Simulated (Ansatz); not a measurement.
**GePd (model structure, started from the NbAs type, I4₁md, No. 109, 4 atoms in the cell): properties by level of theory**

```json
[
 {"level (code)": "PBE (Ansatz)", "equilibrium lattice constant a (Å)": "?", "c axis length (Å)": "13.664"},
 {"level (code)": "PBEsol (Ansatz)", "equilibrium lattice constant a (Å)": "?", "c axis length (Å)": "13.519"},
 {"level (code)": "PBE-D3(BJ) (Ansatz)", "equilibrium lattice constant a (Å)": "?", "c axis length (Å)": "13.671"}
]
```

What belongs in the gaps?


- PBE (Ansatz, a quantum-chemistry and plane-wave program), equilibrium lattice constant a (Å): 3.168
- PBEsol (Ansatz), equilibrium lattice constant a (Å): 3.107
- PBE-D3(BJ) (Ansatz), equilibrium lattice constant a (Å): 3.103

Ansatz's density-functional and Hartree–Fock values are scalar-relativistic unless marked +SOC, with PAW data made under PBE.

A model structure was made by putting elements into a prototype or built by hand; it is no filed structure, need not be a known phase, and can be a saddle point held by its symmetry.
